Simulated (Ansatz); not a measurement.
# ScAl3: uniaxial strain ε_zz = +1.20 %

Base system: ScAl3 in the Cu3Au type structure (space group Pm-3m, No. 221; a = 4.072 Å; relaxed with 0.1 eV smearing). Axes: x, y, z lie along the cube axes.

One thing is altered: the cell is stretched by 1.20 % along z with no lateral relaxation, atoms relaxed at fixed cell.

All numbers come from plane-wave PAW DFT at the PBEsol level (Ansatz, a first-principles code, 420 eV), no spin-orbit coupling. k-mesh 14×14×14 (Γ-centred); smearing 0.1 eV (Fermi–Dirac).

| quantity | base | changed | shift |
|---|---|---|---|
| volume per atom | 16.89 Å³ | 17.09 Å³ | +0.20 Å³ |
| space group | Pm-3m (No. 221) | P4/mmm (No. 123) | – |
| shortest interatomic distance | 2.880 Å | 2.880 Å | 0.000 Å |
| energy relative to the base (free energy F) | 0 meV/atom | +1.4 meV/atom | +1.4 meV/atom |
| pressure (mean of the normal stresses, compression positive) | 0.0 GPa | -1.1 GPa | -1.1 GPa |
| band gap | zero | zero | – |
| stress (xx, yy, zz, yz, xz, xy; compression positive) | – | (-0.5, -0.5, -2.2, 0.0, 0.0, 0.0) GPa | – |

Stability against distortions was not tested. The final runs are not spin-polarised.
